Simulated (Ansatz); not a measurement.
# Au, pressure series

Start from Au in the hcp (Mg type) structure (space group P6_3/mmc, No. 194; a = 2.8621 Å, c = 4.8024 Å).

Cell and atoms are relaxed at each pressure.

All numbers come from Kohn–Sham DFT with the PBEsol functional, run in Ansatz (a quantum-chemistry and plane-wave program) with PAW and 420 eV plane waves, no spin-orbit coupling.

```csv
P (GPa),V (Å³/atom)
-2.00,17.239
-1.00,17.135
0.30,17.006
0.70,16.967
1.50,16.891
3.00,16.756
5.01,16.585
7.51,16.387
10.01,16.203
```

A third-order Birch–Murnaghan fit to these points gives V₀ = 17.03 Å³/atom, B₀ = 174 GPa and B₀′ = 5.7. At pressure 10 GPa the volume is 95.1 % of V₀.

Load acts through the strain it causes; cell and atoms are relaxed under it. No phonon test of stability was made. Competing high-pressure phases were not computed. The base started in Cmcm and relaxed to P6_3/mmc at this level. This is not the structure that Au has at room temperature and ambient pressure.
